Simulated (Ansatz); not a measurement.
# K2S: energy against volume

K2S (antifluorite, Fm-3m, 34.624 Å³/atom and stress up to 0.01 GPa in the relaxed cell, cube axes along x, y and z) under an equal strain ε along all three axes. PBE in Ansatz, a plane-wave DFT program (PAW, default set), 420 eV, 8×8×8 Γ-centred mesh, Fermi-Dirac smearing 0.05 eV; ions are relaxed, or left where forces stay under 0.02 eV/Å, within the symmetry of each cell.

Here V stands for volume and E for E less E0.

```
volume (Å³/atom)  E less E0 (meV/atom)  pressure (GPa)
----------------  --------------------  --------------
31.6004                              ?               ?
32.5878                           7.71            1.27
33.0891                           4.28            0.92
33.5956                           1.88            0.60
34.1072                           0.47            0.29
34.6240                           0.00            0.01
35.1459                           0.42           -0.26
35.6731                           1.68           -0.51
36.2055                           3.74           -0.73
36.7432                           6.57           -0.95
```

Fit E of the 9 rows that show it with the third-order Birch-Murnaghan form, a cubic in V^(-2/3). With u = V^(-2/3) - 0.0942, the rows have u = 0.0038159, 0.0028234, 0.0018458, 0.0008829, -0.0000656, -0.0009998, -0.0019203, -0.0028272, -0.0037208. Least squares gives E = 0.003 + 86.8·u + 502006·u² + 1194714·u³. Residuals (row less fit): 0.000, 0.003, -0.001, -0.002, 0.001, 0.003, 0.001, -0.003, 0.002; standard error 0.003 (degrees of freedom: 5). Its minimum lies at u = -0.0000865, so V0 = (0.0941135)^(-3/2) = 34.64. There d²E/du² = 1003000 and d³E/du³ = 7168000, so B0 = (4/9) × 34.64^(-7/3) × 1003000 × 0.160218 = 18.3 GPa (the last factor turns the table's units into GPa), and B0' = 4 + (2/3) × 0.0941135 × (7168000)/1003000 = 4.4. B0' rests on the cubic coefficient alone and has a standard error of 0.1 from these residuals.

**Question.** Predict the withheld E at V = 31.6004 from the fit, and compare with the calculation.

**Answer.** u = 0.0058472, so E = 0.003 + 86.8 × 0.0058472 + 502006 × 0.0058472² + 1194714 × 0.0058472³ = 17.913 meV/atom. The calculation gives 17.88 meV/atom, 0.033 meV/atom below the prediction (0.2 % of the range of E in the table). The row lies outside the fitted rows, so this is an extrapolation. The scatter of the fitted rows lies at the last printed digit.

Other structures, which can take over under pressure, weren't tried. The same form fitted to the pressure column gives B0' = 4.4; series where the two differ by over 0.4 aren't shown. Rows are the converged runs of the series near zero and its far end, less any whose ions stayed unrelaxed beside relaxed ones; series whose fitted rows scatter by over a few per cent of the range, as at a crossing or softening among them, aren't shown in this form.
